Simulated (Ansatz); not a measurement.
Cells marked so need not be the phases stable at ambient conditions, and some may be hypothetical.

No gap correction and no spin-orbit coupling; mid-gap values are interpolated between computed energies.

A. ZnSe (F-43m, zinc blende, 2 atoms a cell, 22.7 Å³ an atom), along the normal of (001)
B. MgO (Fm-3m, rock salt, 2 atoms a cell, 9.2 Å³ an atom), along the normal of (110)
C. ZnGeO$_{3}$ (R-3, not sure to be the ambient phase, 10 atoms a cell, 10.1 Å³ an atom, -5 GPa at this level), along the normal of (110)

**Question.** Rank these by mid-gap decay constant of the slowest evanescent state (highest first), as r2SCAN in Ansatz (a quantum-chemistry and plane-wave program) gives it.

**Answer.** B (0.36 1/Å), C (0.24 1/Å), A (0.12 1/Å)
